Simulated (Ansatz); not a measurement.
**CsCl-type AuZn (cubic form, which distorts at low temperature)**

The numbers are results of Hartree–Fock (plane waves, PAW; Ansatz, a program for electronic structure), not measurements.

Run with plane-wave cutoff 460 eV, 8×8×8 k mesh, Fermi–Dirac smearing 0.05 eV, scalar-relativistic PAW data made under PBE.

Cell: relaxed at this level.

equilibrium volume per atom: 17.95 Å³/atom
bulk modulus: 80.6 GPa
lattice constant a: 3.299 Å

Measured, for comparison: bulk modulus 131 GPa (temperature not stated, not corrected to a static lattice; as tabulated in Nepal et al. (2020), arXiv:2007.11150). Computed (rounded) less measured: bulk modulus -38 %.

Note: the cell is over a tenth larger than the published one: the level's own overestimate first of all, though another phase or state, or a fault of the published cell, is possible; symmetry holds this phase in the static calculation, where it need not be a minimum.

Spin–orbit coupling is not included; it can shift volumes and moduli of such heavy elements.

Static lattice: no zero-point or thermal effects.
